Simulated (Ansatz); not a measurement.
Results of r²SCAN+rVV10 in Ansatz (plane waves, PAW) for SnO₂ (I4₁/amd, No. 141, 6 atoms in the cell; start mp-755071; a measured phase of this formula has another space group).

Run with plane-wave cutoff 560 eV, 12×12×12 k mesh, Fermi–Dirac smearing 0.01 eV, scalar-relativistic PAW data made under PBE.

Cell (relaxed at this level):

```
CELL_PARAMETERS angstrom
     -1.99596     1.99596     5.08278
      1.99596    -1.99596     5.08278
      1.99596     1.99596    -5.08278
ATOMIC_POSITIONS crystal
  Sn 0.75000 0.25000 0.50000
  Sn 0.00000 0.00000 0.00000
  O  0.79581 0.79581 0.00000
  O  0.54581 0.04581 0.50000
  O  0.95419 0.45419 0.50000
  O  0.20419 0.20419 0.00000
```

**Question.** Estimate the band gap and smallest direct gap on the k points sampled that the calculation returns.

**Answer.** 
- band gap = 2.36 eV
- smallest direct gap on the k points sampled = 2.79 eV

Spin–orbit coupling is not included.

Static lattice: no zero-point or thermal effects.

Computing time: very roughly 50 core-seconds.

A start named mp-… is a Materials Project structure, which need not be a measured phase.

Ansatz is a program for electronic structure.
